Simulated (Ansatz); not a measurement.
Model glasses of amorphous SiO2, 73 to 77 atoms (Si24O48 before any change). Each row is one cell at a composition chosen by hand, melted whole on the CHGNet potential with the anions pushed apart under 1.9 Å, quenched within some picoseconds, far faster than a real film, and relaxed with PBE, scalar-relativistic without spin-orbit coupling (plane waves to 420 eV, PAW; Ansatz, a quantum-chemistry and plane-wave program). Each is the lower in DFT energy of 2 quenches. Cycles of charging and discharging were tried on the cells ahead of these points, and a cell that came back lower was taken. The column on the box says what of it was relaxed with the atoms; held means as the quench left it. Cells that kept moments or hold spare charge are left out. So are cells far out in the fitted variable, so that no row sets the line alone.

At the relaxed places, the spacing of the highest filled and the lowest empty level was computed at the zone centre with PBE and with HSE06, without spin polarisation. A level counts as spread where PBE shares it among more than a fifth of the atoms; else the element of the atom with the largest weight is named. Formal charges balance in every cell (each cation at its usual highest valence, Cu and Ag at +1, Sb at +3, H at +1, O at −2, N at −3, F and Cl at −1). Exact exchange is cut at the faces of these small cells, which leaves the hybrid a finite-size error. Where a level is localised, the spacing isn't the band gap.

```
cell             change               box  highest filled on  lowest empty on  spacing, PBE (eV)  spacing, HSE06 (eV)
----------  -----------  ----------------  -----------------  ---------------  -----------------  -------------------
Si24O50Ti   +2 O, +1 Ti             shape                  O               Ti               3.07                 4.90
Si24O51Sc2  +3 O, +2 Sc             shape                  O               Sc               3.57                 5.42
Si24O51La2  +2 La, +3 O             shape                  O           spread               4.26                 5.95
Si24O51Y2    +3 O, +2 Y  volume and shape                  O           spread               4.51                 6.15
Si24O49Mg   +1 Mg, +1 O             shape                  O           spread               4.53                 6.27
Si24O51Al2  +2 Al, +3 O             shape                  O           spread               4.79                 6.59
Si24O47F2    +2 F, −1 O             shape                  O           spread               5.13             withheld
Si24O47Cl2  +2 Cl, −1 O             shape                  O           spread               5.41                 7.07
```

Fit a straight line of the last column on the one before it through the 7 full rows, and predict the withheld value for Si24O47F2.

Means: x = 4.306, y = 6.050. Slope = Σ(Δx Δy) / Σ(Δx²) = 3.3468 / 3.6164 = 0.925; intercept = 6.050 − (0.925) × 4.306 = 2.067 eV; r.m.s. residual 0.057 eV. Prediction: 2.067 + (0.925) × 5.13 = 6.81 eV. The run gave 6.96 eV, a miss of 0.15 eV, more than twice the residual.
